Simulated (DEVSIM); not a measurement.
System: p-channel Ge planar bulk MOSFET with SiON, at 400 K.

* **Gate length**: 350 nm
* **Source drain length**: 280 nm
* **Dielectric thickness**: 8.8 nm
* **Lateral straggle**: 20 nm
* **Underlap**: 0 nm
* **Junction depth**: 139.5 nm
* **Substrate depth**: 837 nm
* **Gate work function**: 4.65 eV
* **Source and drain doping**: 4.8e19 cm⁻³, Gaussian tails under the gate
* **Body doping**: 3.4e17 cm⁻³
* **Lifetime**: 5e-8 s
* **Supply**: 1.8 V
* **Back or body bias**: 0.5 V

All mobilities are scaled by 0.2; velocity saturation, μ/(1 + (μE/vsat)^b)^(1/b) with b = 2 for electrons and 1 for holes and E the electric field along each mesh edge, is on. Mobility is μmin + (μ − μmin)/(1 + (N/Nref)^α).

The device is made up for the run: typed textbook-type constants, with dimensions and the other settings drawn at random. Values at 300 K; Nc and Nv go as T^1.5, mobilities as T to minus their exponent, the gap by Varshni's rule with the affinity fixed.

Ge: gap (eV) 0.664, affinity (eV) 4, permittivity 16, Nc (cm⁻³) 1.04e19, Nv (cm⁻³) 6e18, μn (cm²/Vs) 3900, μp (cm²/Vs) 1900, μn,min 150, μp,min 100, Nref,n 2.6e17, Nref,p 4e17, αn 0.56, αp 0.6, T exponent of μn 1.66, T exponent of μp 2.33, vsat,n (cm/s) 6.5e6, vsat,p (cm/s) 6e6, Varshni α (eV/K) 0.000477, Varshni β (K) 235. SiON: gap (eV) 7, affinity (eV) 1.4, permittivity 5.5.

DEVSIM, 2D drift-diffusion, Boltzmann statistics, complete ionisation; no quantum confinement, tunnelling, impact ionisation, self-heating, contact resistance or fringe fields beside the gate. Metal contacts follow the ideal Schottky-Mott rule: no Fermi-level pinning, no interface dipoles.

Transfer curves, |Id| in μA/μm:

```tsv
Vg (V)	Vd = -0.05 V	Vd = -1.8 V
0.54	0.0003029	0.0003941
0.45	0.0003038	0.0003952
0.36	0.0003047	0.0003964
0.27	0.0003056	0.0003976
0.18	0.0003067	0.0003997
0.09	0.0003096	0.0004070
0	0.0003229	0.0004447
-0.09	0.0003960	0.0006656
-0.18	0.0008174	0.002003
-0.27	0.003284	0.01012
-0.36	0.01748	0.05779
-0.45	0.09073	0.3006
-0.54	0.3610	1.184
-0.63	0.9351	3.230
-0.72	1.703	6.566
-0.81	2.538	11.06
-0.9	3.384	16.54
-0.99	4.221	22.89
-1.08	5.046	29.99
-1.17	5.853	37.74
-1.26	6.644	46.09
-1.35	7.419	54.95
-1.44	8.178	64.28
-1.53	8.922	74.03
-1.62	9.652	84.16
-1.71	10.37	94.64
-1.8	11.07	105.4
```

Work out the subthreshold swing at low drain bias from the rows at -0.27 and -0.36 V, and compare it with the thermal limit.

log10(0.01748/0.003284) = 0.726 over 90.0 mV, so S = 124 mV/decade. The limit kT/q ln 10 is 79.4 mV/decade; the ratio is 1.56. This is the steepest step of the table.

Find both thresholds at the constant current 0.1 μA × (1 μm/L) a micrometre, and the DIBL.

The current is 0.286 μA/μm. Interpolating ln Id gives -0.525 V and -0.447 V; their difference over the 1.75 V of drain bias is 44 mV/V.

Source and drain are degenerate, where Boltzmann statistics are only rough. The electric field that drives the saturation includes the junctions' built-in field, which lowers the mobility there even at small currents: subthreshold currents come out too low, a known weakness of this choice.
